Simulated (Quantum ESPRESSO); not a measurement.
Quantum ESPRESSO is run on ScGaPd (Pnma, 12 atoms in the cell), and the run fails. The aim is a self-consistent single point with DFT, LDA (PZ), plane waves, GBRV 1.5 ultrasoft (LDA) pseudopotentials.

Cell that was meant: a = 6.3859 Å, b = 4.1680 Å, c = 7.3825 Å, α = 90.00°, β = 90.00°, γ = 90.00°.

Part of the input:

```fortran
  occupations = 'smearing',
  smearing = 'gauss',
  degauss = 0.0073499,
/
ATOMIC_SPECIES
Sc    44.9559  sc_lda_v1.uspp.F.UPF
Ga    69.7230  ga_lda_v1.4.uspp.F.UPF
```

The program printed (abridged):

```
     This program is part of the open-source Quantum ESPRESSO suite
     for quantum simulation of materials; please cite

 %%%%%%%%%%%%%%%%%%%%%%%%%%%%%%%%%%%%%%%%%%%%%%%%%%%%%%%%%%%%%%%%%%%%%%%%%%%%%%
     Error in routine  read_namelists (1):
      bad line in namelist &electrons: "   0.0000000000     0.0000000000    13.9509938219" (error could be in the previous line)
 %%%%%%%%%%%%%%%%%%%%%%%%%%%%%%%%%%%%%%%%%%%%%%%%%%%%%%%%%%%%%%%%%%%%%%%%%%%%%%

     stopping ...
```

Question: From the messages shown, name the fault and mend the input.

Answer: The fault is a required namelist left out. The program reads the namelists in a fixed order, even empty ones. To fix it, add the namelist. The program stopped before any SCF iteration.

An input that runs soundly differs in these lines (not the only fix; some lines may just follow from the change or write a value another way):
```diff
+/
+&ELECTRONS
+  conv_thr = 1.0d-10,
```

With that input, the run converged in 13 iterations: free energy E − TS -38546.5030 eV; Fermi level (on the code's own zero) 14.84 eV; pressure 0.63 GPa; largest force (vector length) 0.113 eV/Å (DFT, LDA (PZ), plane waves, GBRV 1.5 ultrasoft (LDA) pseudopotentials).

On the sound input: the starting cell comes from a database of computed structures (which also holds hypothetical and non-ambient phases and stackings), without a prior relaxation at this level. Its lattice was rescaled by a random factor within 2.5 % of one. Spin polarisation is off.
